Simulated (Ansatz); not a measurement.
SiS2, carrier doping

Start from SiS2 (space group Ibam, No. 72; made of chains).

Space group Ibam (No. 72); a = 5.8031 Å, b = 9.8918 Å, c = 5.5455 Å, α = β = γ = 90.00°

```
atom  site  symmetry       x       y       z
----  ----  --------  ------  ------  ------
S       8j       ..m  0.1997  0.1148  0.0000
Si      4a       222  0.0000  0.0000  0.2500
```
(The calculation used a cell of 6 atoms; values per cell refer to that cell.)

Carriers are added at fixed cell with a uniform background; the Fermi–Dirac width is that of 300 K.

Calculations: r2SCAN/PAW in Ansatz (an electronic-structure program), no spin-orbit coupling.

Notes on the quantities. Fermi level from band edge: Fermi level relative to the doped band's edge (positive inside the band; to 0.05 eV).

| change | gap between the host's bands | Fermi level from band edge | largest internal atomic displacement |
|---|---|---|---|
| undoped | 3.31 eV | – | – |
| electrons 2.0×10^21 cm⁻³ | … | … | … |
| electrons 3.0×10^21 cm⁻³ | 3.21 eV | +0.40 eV | 0.024 Å |
| electrons 7.0×10^21 cm⁻³ | 3.05 eV | +0.65 eV | 0.057 Å |
| electrons 1.0×10^22 cm⁻³ | 2.93 eV | +0.80 eV | 0.081 Å |
| holes 2.0×10^21 cm⁻³ | 3.40 eV | +0.15 eV | 0.012 Å |
| holes 3.0×10^21 cm⁻³ | 3.44 eV | +0.20 eV | 0.013 Å |
| holes 7.0×10^21 cm⁻³ | 3.61 eV | +0.45 eV | – |
| holes 1.0×10^22 cm⁻³ | 3.69 eV | +0.60 eV | 0.018 Å |

**Question.** What belongs in the blanks?

**Answer.** 
- electrons 2.0×10^21 cm⁻³, gap between the host's bands: 3.24 eV
- electrons 2.0×10^21 cm⁻³, Fermi level from band edge: +0.35 eV
- electrons 2.0×10^21 cm⁻³, largest internal atomic displacement: 0.016 Å

Carriers are added with a uniform compensating background; total energy and stress of such cells depend on the potential's zero and are not compared; many-body gap narrowing is missing at this level. Whether these cells are dynamically stable was not tested. No dispersion term is included, though the crystal is made of layers, chains or molecules, so its spacings can come out too wide.
